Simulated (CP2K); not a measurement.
Band structure of Cu2WSe4 (P-42m, 7 atoms in the cell).

```xyz
7
Lattice="5.6270 0.0000 0.0000 0.0000 5.6270 0.0000 0.0000 0.0000 5.3910" Properties=species:S:1:pos:R:3 pbc="T T T"
Cu     2.8135     0.0000     2.6955
Cu     0.0000     2.8135     2.6955
W      0.0000     0.0000     0.0000
Se     1.4086     4.2185     1.2834
Se     4.2185     4.2185     4.1076
Se     4.2185     1.4086     1.2834
Se     1.4086     1.4086     4.1076
```

Computed with PBEsol, GPW, DZVP-MOLOPT-SR-GTH basis, GTH-PBE potentials (GTH_POTENTIALS) (CP2K 2026.2).

Settings: CUTOFF = 600 Ry; REL_CUTOFF = 50 Ry; SMEAR/METHOD = FERMI_DIRAC; ELECTRONIC_TEMPERATURE = 1160.45 K; KPOINTS/SCHEME = MONKHORST-PACK 3 3 3; XC_FUNCTIONAL = PBE:PBESOL; Cu/BASIS_SET = DZVP-MOLOPT-SR-GTH-q11; Cu/POTENTIAL = GTH-PBE-q11; W/BASIS_SET = DZVP-MOLOPT-SR-GTH-q14; W/POTENTIAL = GTH-PBE-q14; Se/BASIS_SET = DZVP-MOLOPT-SR-GTH-q6; Se/POTENTIAL = GTH-PBE-q6; METHOD = GPW; EPS_DEFAULT = 1e-10.

The starting cell comes from a database of computed structures (which also holds hypothetical and non-ambient phases and stackings), without a prior relaxation at this level. Spin-orbit coupling is off. Spin polarisation is off. Values carry the incompleteness of an atom-centred basis. The potentials were made for another functional than the one used.

Levels in eV from the Fermi level, bands 27 to 32:
```tsv
point	27	28	29	30	31	32
Γ	-1.26	-0.87	-0.74	-0.74	-0.23	0.33
X	-1.49	-1.12	-0.54	-0.37	0.13	1.27
M	-1.16	-1.06	-1.06	-0.17	1.01	1.18
Z	-1.46	-1.10	-0.08	-0.08	1.00	1.07
R	-1.29	-1.00	-0.76	-0.06	0.67	1.22
A	-1.34	-0.14	0.04	0.04	1.29	1.67
```

Bands cross the Fermi level along this path, so the cell is metallic at this level.

Higher empty bands are left out: an atom-centred basis made for the valence describes them poorly.
